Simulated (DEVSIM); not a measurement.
Device: double heterostructure, GaAs between p- and n-type Al0.1Ga0.9As, at 350 K.

| layer (left to right) | material | thickness (μm) | Nd (cm⁻³) | Na (cm⁻³) | τn (s) | τp (s) |
|---|---|---|---|---|---|---|
| 1 | Al0.1Ga0.9As | 0.470 | 2e17 | - | 2.4e-9 | 2.4e-9 |
| 2 | GaAs | 0.0260 | - | 1.3e14 | 2.4e-9 | 2.4e-9 |
| 3 | Al0.1Ga0.9As | 0.290 | - | 3.2e17 | 2.4e-9 | 2.4e-9 |

Left contact: ohmic. Right contact: ohmic. Voltage is applied to the left contact. Recombination: SRH at mid-gap, radiative, Auger. Mobility is μmin + (μ − μmin)/(1 + (N/Nref)^α).

The device is made up for the run: typed textbook-type constants, with dimensions and the other settings drawn at random. Values at 300 K; Nc and Nv go as T^1.5, mobilities as T to minus their exponent, the gap by Varshni's rule with the affinity fixed.

```csv
parameter,Al0.1Ga0.9As,GaAs
gap (eV),1.5487,1.424
affinity (eV),3.991,4.07
permittivity,12.62,12.9
Nc (cm⁻³),5.17e17,4.7e17
Nv (cm⁻³),9e18,9e18
μn (cm²/Vs),6520,8500
μp (cm²/Vs),317,400
"μn,min",500,500
"μp,min",20,20
"Nref,n",6e16,6e16
"Nref,p",1.5e17,1.5e17
αn,0.39,0.39
αp,0.38,0.38
T exponent of μn,2.1,2.1
T exponent of μp,2.2,2.2
B (cm³/s),2e-10,2e-10
Cn (cm⁶/s),1e-30,1e-30
Cp (cm⁶/s),1e-30,1e-30
Varshni α (eV/K),0.000541,0.000541
Varshni β (K),204,204
```

DEVSIM, 1D drift-diffusion, Boltzmann statistics, complete ionisation; no tunnelling, impact ionisation, image-force lowering or self-heating. Band offsets follow the typed affinities; no thermionic-emission limit at abrupt steps, no polarisation charge.

The temperature was swept, all else fixed.

| temperature (K) | dark forward voltage at 1 A/cm² (V) | potential step across the device at zero bias (V) | dark forward voltage at 100 A/cm² (V) |
|---|---|---|---|
| 300 | 1.134 | 1.438 | 1.263 |
| 350 | 1.034 | 1.382 | 1.183 |
| 400 | 0.932 | 1.324 | 1.100 |
| 450 | 0.827 | 1.264 | 1.014 |
| 500 | 0.719 | 1.202 | 0.927 |

From the first row to the last the dark forward voltage at 1 A/cm² goes from 1.134 to 0.719. From the first row to the last the potential step across the device at zero bias goes from 1.438 to 1.202.
